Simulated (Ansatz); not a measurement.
Amorphous Al₃₀O₄₈H₆, 84 atoms at 2.82 g/cm³, one PBE-relaxed geometry, zone centre. Methods: PBE, scalar-relativistic without spin-orbit coupling (Ansatz, an electronic-structure program); r2SCAN, scalar-relativistic without spin-orbit coupling (Ansatz). Plane waves to 420 eV (r2SCAN 500 eV). At PBE the levels at the filled edge of the gap are localised (band-tail or defect states), and the nearest spread-out levels lie 4.0 eV apart at the zone centre. All rungs ran without spin polarisation.

The cell was made by melting and quenching with the CHGNet potential and then relaxed with DFT. O atoms were pushed apart under 1.9 Å during the dynamics, to hinder bonds among them. The hot cell started wider than the set density and was brought back towards it in steps. It is the lowest in DFT energy of 2 quenches. It is a model cell: composition and starting density were chosen by hand, and all elements were melted together. No dispersion term was used. Its density started from a set value of 3.01 and ended at 2.82 g/cm³. Cooling (nominally 1800 K/ps over its main leg) ran many orders faster than in experiment, which tends to leave more defects and strain. A cell of this size samples the disorder only roughly. Volume and shape were free in the relaxation.

The relaxation ran on the zone centre alone. At PBE the level gap is 3.15 eV on a 2×2×2 Γ-centred mesh, and the spacing at the zone centre alone 3.14 eV.

Question: What zone-centre spacing does r2SCAN give, roughly?

Answer: 3.73 eV (+0.59 eV against PBE).

The highest filled and the lowest empty state spread over these numbers of atoms (participation numbers): PBE: 5.4 and 72.6; r2SCAN: 5.3 and 71.2.
